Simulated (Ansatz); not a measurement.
## What uniaxial strain ε_zz = −2.00 % does to KF

Consider KF in the rock salt structure (space group Fm-3m, No. 225; a = 5.307 Å). Axes: x, y, z lie along the cube axes.

Modification: the cell is compressed by 2.00 % along z with no lateral relaxation; the atoms relax in the strained cell.

Calculations: Kohn–Sham DFT with the PBEsol functional, run in Ansatz (a first-principles code) with PAW and 420 eV plane waves, scalar-relativistic without spin-orbit coupling. Γ-centred 11×11×11 mesh, Fermi–Dirac width 0.05 eV.

The volume per atom drops by 0.37 Å³ (18.68 Å³ → 18.31 Å³) and the space group goes from Fm-3m (No. 225) to I4/mmm (No. 139). The energy increases by 1.8 meV/atom and the pressure (mean of the normal stresses, compression positive) rises by 7.44 kbar to 7.4 kbar. The band gap grows by 0.08 eV (6.15 eV → 6.23 eV) and the gap character remains direct at Γ. The valence-band top at Γ (three highest levels, from the VBM) becomes 0.00, -0.04, -0.04 eV (base: 0.00, 0.00, 0.00 eV) and the stress (xx, yy, zz, yz, xz, xy; compression positive) comes out as (0.30, 0.30, 1.60, 0.00, 0.00, 0.00) GPa.

Final structure:

```
KF
1.0
    0.00000     2.65339     2.60032
    2.65339     0.00000     2.60032
    2.65339     2.65339     0.00000
K F
1 1
Direct
  0.00000   0.00000   0.00000
  0.50000   0.50000   0.50000
```

Semilocal Kohn–Sham gaps tend to fall short of experiment. Stability against distortions was not tested. k-point labels follow each cell's own Brillouin zone.
